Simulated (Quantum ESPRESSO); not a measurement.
# A short convergence ladder for LaGe₃Ir (I4mm, 5 atoms in the cell)

```
CELL_PARAMETERS angstrom
     -2.23029     2.23029     5.06692
      2.23029    -2.23029     5.06692
      2.23029     2.23029    -5.06692
ATOMIC_POSITIONS crystal
  La 0.58346 0.58346 0.00000
  Ge 0.34263 0.84263 0.50000
  Ge 0.84263 0.34263 0.50000
  Ge 0.00049 0.00049 0.00000
  Ir 0.23877 0.23877 0.00000
```

Base method: PBEsol, SSSP 1.1.2 efficiency (PBE) pseudopotentials (plane waves; Quantum ESPRESSO).

Base settings: ecutwfc = 50 Ry; ecutrho = 400 Ry; occupations = smearing; smearing = gaussian; degauss = 0.0073499 Ry; input_dft = pbesol; potentials = {La: La.GGA-PBE-paw-v1.0.UPF, Ge: ge_pbe_v1.4.uspp.F.UPF, Ir: Ir_pbe_v1.2.uspp.F.UPF}; K_POINTS = automatic 4 4 4 0 0 0; conv_thr = 1e-10 Ry; mixing_beta = 0.4.

The count of work is k-points × plane waves × bands × iterations; it is no time. 

**The plane-wave cutoff**

Moved along: ecutrho.

The mesh stays at the base's, so the ladder's end is converged at best in this setting alone.

Only quantities that move along the ladder and can be compared are tabulated.

```csv
ecutwfc,free energy less the last step's (meV/atom),pressure (GPa),largest difference of a force vector from the last step's (eV/Å),count of work / last
17.5 Ry,15376.79,-517.71,0.863,0.22
20 Ry,6350.32,-242.69,0.225,0.24
22 Ry,3123.27,-134.14,0.100,0.27
28 Ry,330.65,-23.07,0.003,0.39
45 Ry,2.72,-3.69,0.000,0.80
50 Ry,0.00,-3.69,0.000,1.0
```

Coarsest ecutwfc that holds the forces within 0.005 eV/Å of the last step, with all finer ones: 28 Ry, at 0.39 of the last step's count of work; the step before is off by 0.10 eV/Å.

Coarsest ecutwfc that holds the pressure within 0.1 GPa of the last step, with all finer ones: 45 Ry; the step before is off by 19 GPa.

Coarsest ecutwfc that holds the free energy within 5 meV/atom: not settled: the last two steps still differ by 2.7 meV/atom, over half the tolerance, so the ladder does not show it.

At the lowest cutoff the pressure lies 514 GPa under the last step's, the usual sign of Pulay stress in an incomplete plane-wave basis.

On the base run: the starting cell comes from a database of computed structures (which also holds hypothetical and non-ambient phases and stackings), without a prior relaxation at this level. Its lattice was rescaled by up to half a per cent. One atom was moved a little off its site on purpose. Spin polarisation is off. In the base run, with a pressure of about -4 GPa the cell is away from its equilibrium volume at this level. Without a gap this mesh is coarse (it stands for a supercell whose shortest vector is 18 Å).
